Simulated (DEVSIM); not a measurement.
Device: TaN/SiO2/p-GaAs capacitor, at 300 K.

| layer (left to right) | material | thickness (nm) | Na (cm⁻³) |
|---|---|---|---|
| 1 | SiO2 | 4.30 | - |
| 2 | GaAs | 3100 | 4.4e16 |

Metal gate on the left, work function 4.4 eV. Fixed charge at the semiconductor interface -1.6e10 cm⁻² (in units of +e); no interface traps.

The device is made up for the run: typed textbook-type constants, with dimensions and the other settings drawn at random. Values at 300 K.

| parameter | SiO2 | GaAs |
|---|---|---|
| gap (eV) | 9 | 1.424 |
| affinity (eV) | 0.9 | 4.07 |
| permittivity | 3.9 | 12.9 |
| Nc (cm⁻³) | - | 4.7e17 |
| Nv (cm⁻³) | - | 9e18 |

Simulated with DEVSIM: 1D Poisson equation in equilibrium, Boltzmann statistics, complete ionisation; no quantum confinement or tunnelling. Metal contacts follow the ideal Schottky-Mott rule: no Fermi-level pinning, no interface dipoles.

The substrate doping was swept, all else fixed.

| substrate doping (cm^-3) | minimum of the low-frequency capacitance (μF/cm²) | flat-band voltage (V) |
|---|---|---|
| 2.2e15 | 0.0147 | -0.88 |
| 4.4e15 | 0.0204 | -0.89 |
| 8.8e15 | 0.0277 | -0.91 |
| 2.2e16 | 0.0426 | -0.94 |
| 4.4e16 | 0.0574 | -0.95 |
| 8.8e16 | 0.0776 | -0.97 |

From the first row to the last the minimum of the low-frequency capacitance goes from 0.0147 to 0.0776. From the first row to the last the flat-band voltage goes from -0.88 to -0.97.
